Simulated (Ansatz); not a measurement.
GaSb (model structure, started from the rocksalt type, Fm-3m, No. 225, 2 atoms in the cell): properties by level of theory

```json
[
 {"level (code)": "LDA (Ansatz)", "lattice constant a (Å)": "(withheld)", "cohesive energy (eV/atom)": "3.52"},
 {"level (code)": "PBE (Ansatz)", "lattice constant a (Å)": "(withheld)", "cohesive energy (eV/atom)": "2.62"},
 {"level (code)": "PBEsol (Ansatz)", "lattice constant a (Å)": "5.697", "cohesive energy (eV/atom)": "3.06"},
 {"level (code)": "PBE-D3(BJ) (Ansatz)", "lattice constant a (Å)": "5.710", "cohesive energy (eV/atom)": "3.02"},
 {"level (code)": "r²SCAN (Ansatz)", "lattice constant a (Å)": "5.740", "cohesive energy (eV/atom)": "2.63"},
 {"level (code)": "r²SCAN+rVV10 (Ansatz)", "lattice constant a (Å)": "5.713", "cohesive energy (eV/atom)": "2.87"}
]
```

Question: Some entries are withheld; supply them.

Answer: 
- LDA (Ansatz, a quantum-chemistry and plane-wave program), lattice constant a (Å): 5.647
- PBE (Ansatz), lattice constant a (Å): 5.799

Ansatz's density-functional and Hartree–Fock values are scalar-relativistic unless marked +SOC, with PAW data made under PBE.

Free atoms are spin-polarised, in the lowest state found; at levels without +SOC their spin–orbit coupling is left out.

Static lattice: no zero-point or thermal effects.

A model structure was made by putting elements into a prototype or built by hand; it is no filed structure, need not be a known phase, and can be a saddle point held by its symmetry.
